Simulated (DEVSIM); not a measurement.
System: illuminated GaAs p-on-n cell, one wavelength, at 400 K.

Layer 1 from the left is GaAs, thickness (μm) 0.0720, Na (cm⁻³) 1.1e18, τn (s) 1.6e-11, τp (s) 2e-11, absorption coefficient (cm⁻¹) 32000. Layer 2 from the left is GaAs, thickness (μm) 2.70, Nd (cm⁻³) 4.5e16, τn (s) 9.1e-10, τp (s) 9.1e-10, absorption coefficient (cm⁻¹) 32000.

Left contact: ohmic, minority electron recombination velocity 5000 cm/s. Right contact: ohmic, minority hole recombination velocity 7e6 cm/s. Voltage is applied to the left contact. Recombination: SRH at mid-gap, radiative, Auger. Light enters at the left, 1.1e17 photons cm⁻² s⁻¹, one pass, no reflection. Mobility is μmin + (μ − μmin)/(1 + (N/Nref)^α).

Constants are typed, rounded textbook-type inputs, not results; the design itself was drawn at random and stands for no fabricated device. Values at 300 K; Nc and Nv go as T^1.5, mobilities as T to minus their exponent, the gap by Varshni's rule with the affinity fixed.

GaAs: gap (eV) 1.424, affinity (eV) 4.07, permittivity 12.9, Nc (cm⁻³) 4.7e17, Nv (cm⁻³) 9e18, μn (cm²/Vs) 8500, μp (cm²/Vs) 400, μn,min 500, μp,min 20, Nref,n 6e16, Nref,p 1.5e17, αn 0.39, αp 0.38, T exponent of μn 2.1, T exponent of μp 2.2, B (cm³/s) 2e-10, Cn (cm⁶/s) 1e-30, Cp (cm⁶/s) 1e-30, Varshni α (eV/K) 0.000541, Varshni β (K) 204.

DEVSIM, 1D drift-diffusion, Boltzmann statistics, complete ionisation; no tunnelling, impact ionisation, image-force lowering or self-heating.

Dark forward current:

```tsv
|V| (V)	|J| (A/cm²)
0.05	1.004e-6
0.10	2.964e-6
0.15	7.031e-6
0.20	1.565e-5
0.25	3.408e-5
0.30	7.361e-5
0.35	0.0001588
0.40	0.0003432
0.45	0.0007458
0.50	0.001635
0.55	0.003634
0.60	0.008261
0.65	0.01945
0.70	0.04835
0.75	0.1296
0.80	0.3807
0.85	1.231
0.90	4.316
0.95	15.93
1.00	58.88
1.05	201.9
1.10	602.6
1.15	1576
1.20	3688
```

Task: Work out the local ideality factor n = ΔV / (kT/q · ln(J2/J1)) between the rows 0.15 and 0.20 V, 0.95 and 1.00 V, 1.15 and 1.20 V.

Result: kT/q = 34.47 mV. From 0.15 to 0.20 V: ln(1.565e-5/7.031e-6) = 0.800, n = 1.81. From 0.95 to 1.00 V: ln(58.88/15.93) = 1.307, n = 1.11. From 1.15 to 1.20 V: ln(3688/1576) = 0.850, n = 1.71; the layers' resistance at their doping, Σ W/(qμN) = 1.5e-5 Ω cm², would take 32 mV of this step of 50 mV.

Task: What current could the absorbed light give at most, and what share is collected?

Result: Σ αd = 8.87, so qΦ(1 − exp(−Σ αd)) = 17.6 mA/cm². The simulated short-circuit current is 14.99 mA/cm², a share of 0.85.

Task: Estimate the open-circuit voltage by superposition: the voltage at which the dark current equals that short-circuit current.

Result: Interpolating ln J in the table gives 0.635 V. The simulation gives 0.633 V, the same within the digits that matter. Superposition holds where collection doesn't change with voltage.

Task: Estimate the fill factor from FF0 = (v − ln(v + 0.72))/(v + 1), v = qVoc/(nkT), with n from the dark curve.

Result: The rows about Voc, 0.60 and 0.65 V, give n = 1.69, so v = 10.8 and FF0 = 0.709. The simulation gives 0.682; the estimate lies 3.9 % above.
